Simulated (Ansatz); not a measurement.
## alpha quartz: the defect C on the Si site (C_Si)

Calculation: PBE, PAW (plane waves to 420 eV; Ansatz, a program for electronic structure). A 2×2×2 supercell of 72 sites was used; the energies come from a 2×2×2 Γ-centred sampling of its zone. Site at the start: the Si site. Charged cells carry a point-charge image correction with potential alignment at far atoms. Dielectric constants: PBE linear response of the host. Host gap at this level: 5.68 eV. These values are not converged in cell size to better than tenths of an eV. PBE underestimates the host's gap, which shifts levels and can delocalise carriers. Spin–orbit coupling is left out. Each state is the lowest found from its start.

Formation energies E_f are given with the Fermi level at the valence-band maximum. Chemical conditions: O-rich (Δμ(Si) = -8.33 eV, Δμ(C) = -4.05 eV, bounded by CO2 (Pa-3); only phases computed here count, gases as isolated molecules at 0 K); Si-rich (Δμ(Si) = 0.00 eV, Δμ(C) = -0.41 eV, bounded by 6H silicon carbide; only phases computed here count, gases as isolated molecules at 0 K). Reference phases: C: graphite, Si: silicon.

```tsv
charge	moment (μB)	point group	largest move off a lattice site (Å)	image correction with alignment (eV)	E_f, O-rich (eV)	E_f, Si-rich (eV)
+1*	fractional	–	0.39	–	–	–
0	not spin-polarised	C2	0.35	0.00	2.48	7.16
−1*	quenched	C2	0.35	–	–	–
```

* At this level the carrier isn't localised at the defect: at charge +1 holes occupy the valence band; at charge −1 electrons occupy the conduction band. Such a state is shallow or no state of the defect, and this cell gives it no level.

Point groups are those of the whole cell at tolerances of 0.03 and 0.1 Å ("near" where only the looser one holds); none is given for unsettled states.

Starting moments that weren't kept: charge −1 began with 1 μB and ended with 0.0.

Flagged in the runs: a doubtful potential alignment, a host whose relaxation on this sampling wasn't shown to rest, a strain field that reaches the edge of the cell.

All states together cost very roughly 110 core-minutes.
